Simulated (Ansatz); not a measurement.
System: InAs (model structure, started from the BeO type, P4₂/mnm, No. 136, 8 atoms in the cell). Method: r²SCAN+rVV10 (plane waves, PAW; Ansatz, an electronic-structure program).

Numerical settings: plane-wave cutoff 560 eV, 6×6×8 k mesh (along the axes of the cell as run), Fermi–Dirac smearing 0.01 eV, scalar-relativistic PAW data made under PBE.

Cell (relaxed at this level):

```yaml
crystal:
  lattice:
    - [7.41480, 0.00000, 0.00000]
    - [0.00000, 7.41480, 0.00000]
    - [0.00000, 0.00000, 4.31455]
  atoms:
    - { symbol: In, position: [0.32250, 0.67750, 0.00000] }
    - { symbol: In, position: [0.67750, 0.32250, 0.00000] }
    - { symbol: In, position: [0.82250, 0.82250, 0.50000] }
    - { symbol: In, position: [0.17750, 0.17750, 0.50000] }
    - { symbol: As, position: [0.31834, 0.31834, 0.00000] }
    - { symbol: As, position: [0.68166, 0.68166, 0.00000] }
    - { symbol: As, position: [0.18166, 0.81834, 0.50000] }
    - { symbol: As, position: [0.81834, 0.18166, 0.50000] }
```

Task: Give the computed band gap.

Result: 
- band gap = 0.26 eV (on the SCF k mesh)

Note: the relaxation could raise the start's symmetry but not lower it, so the cell can be a saddle point.

Spin–orbit coupling is not included.

Computed values are for the static lattice.

A model structure was made by putting elements into a prototype or built by hand; it is no filed structure, need not be a known phase, and can be a saddle point held by its symmetry.
